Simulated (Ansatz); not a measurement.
Start from BaO in the rock salt structure (space group Fm-3m, No. 225; a = 5.5734 Å). Axes: x, y, z lie along the cube axes.

Level of theory: PBE (Ansatz, a first-principles code, PAW, scalar-relativistic without spin-orbit coupling).

The change: the cell is scaled by 0.9780 in all directions; the atoms relax in the strained cell.

Task: Predict the stress tensor and what it implies for the stiffness.

Result: Stress of the strained cell less that of the base (GPa, compression positive):
```
   5.38    0.00    0.00
   0.00    5.38    0.00
   0.00    0.00    5.38
```

Then B = −ΔP/(ΔV/V₀) with ΔV/V₀ = -0.0646 gives secant stiffness values (nonlinear terms included at this strain): B ≈ 83 GPa.

As a check, the harmonic strain energy −½ V₀ Δσ:ε is 24 meV/atom; the computed energy rise is 22 meV/atom.

Whether these cells are dynamically stable was not tested.
